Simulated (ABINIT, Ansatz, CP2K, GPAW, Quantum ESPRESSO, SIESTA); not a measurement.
# Li3Mg (Pm-3m, 4 atoms in the cell) computed with different codes at matched settings

Self-consistent single point.

```
Li3Mg
1.0
    4.30430     0.00000     0.00000
    0.00000     4.30430     0.00000
    0.00000     0.00000     4.30430
Li Mg
3 1
Direct
  0.50000   0.50000   0.00000
  0.00000   0.50000   0.50000
  0.50000   0.00000   0.50000
  0.00000   0.00000   0.00000
```

All programs got the same cell, k-point mesh and kind of occupations (in Ansatz's words: kpoints.mp_grid.grid = 10 10 10; scf.occupations.method = gaussian; scf.occupations.width = 0.0073 Ry); potentials, basis and cutoffs are each program's usual ones.

| code | model | pressure (GPa) | k-points | cutoff |
|---|---|---|---|---|
| ABINIT | PBEsol, norm-conserving pseudopotentials (PseudoDojo nc-sr-04 PBEsol standard) | 0.07 | 56 | 42 Ha |
| SIESTA | GGA PBEsol, numerical atomic orbitals DZP, PseudoDojo PBEsol standard norm-conserving potentials (rewritten from UPF to PSML) | 0.34 | 560 | grid 300 Ry |
| Quantum ESPRESSO | PBEsol, GBRV 1.5 ultrasoft (PBESOL) pseudopotentials | 0.07 | 56 | 40 Ry |
| CP2K | PBEsol, GPW, DZVP-MOLOPT-SR-GTH basis, GTH-PBE potentials (GTH_POTENTIALS) | 0.85 | 504 | grid 1000 Ry |
| Ansatz | PBEsol, PAW files made with PBE | 0.06 | 56 | 30.9 Ry |
| GPAW | PBEsol, GPAW PAW datasets PBEsol (made by gpaw-setup) | 0.11 | 56 | 850 eV |

The spread over the programs that give each value: pressure within 0.79 GPa.

The starting cell comes from a database of computed structures (which also holds hypothetical and non-ambient phases and stackings), without a prior relaxation at this level. Its lattice was rescaled by a random factor within 2.5 % of one.

Q: Why do the programs differ, and what cannot be compared?

A: Differences of this kind can come from the potentials, where these differ, and from what each basis and cutoff leave unconverged. The valence holds different numbers of electrons (ABINIT 19, SIESTA 19, Quantum ESPRESSO 19, CP2K 19, Ansatz (an electronic-structure program) 19, GPAW 13). The zero of total energies and Fermi levels follows the potentials and each program's conventions, so they are not compared here. SIESTA and CP2K use small atom-centred bases, whose incompleteness enters pressures, forces and empty levels differently from a plane-wave cutoff. Ansatz's pressure is given at a fixed set of plane waves, as the other plane-wave codes print theirs. Ansatz's smearing width was typed in Ry to four decimals, so it matches the others to a few per cent. The programs reduce the same mesh by symmetry to different extents, which changes the work and not the result.

Left out of this page: Elk and FLEUR (not drawn, or without a comparable value).

Keys are those of Ansatz 0.2.
